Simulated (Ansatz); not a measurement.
## Al under a change: isotropic strain +3.00 %

The parent structure is Al in the fcc (Cu type) structure (space group Fm-3m, No. 225; a = 3.994 Å; relaxed with 0.1 eV smearing).

Modification: the cell is scaled by 1.0300 in all directions; the atoms relax in the strained cell.

Calculations: Ansatz (an electronic-structure program) r2SCAN, spin-orbit coupling left out. Settings: 28×28×28 k-points, 0.1 eV Fermi–Dirac smearing.

```tsv
quantity	base	changed	shift
volume per atom	15.92 Å³	17.40 Å³	+1.48 Å³
space group	Fm-3m (No. 225)	Fm-3m (No. 225)	–
shortest interatomic distance	2.824 Å	2.909 Å	+0.085 Å
energy relative to the base (free energy F)	0 meV/atom	+33 meV/atom	+33 meV/atom
band gap	zero	zero	–
```

Final structure:

```xyz
1
Lattice="0.0000 2.0567 2.0567 2.0567 0.0000 2.0567 2.0567 2.0567 0.0000" Properties=species:S:1:pos:R:3 pbc="T T T"
Al     0.0000     0.0000     0.0000
```

Whether these cells are dynamically stable was not tested.
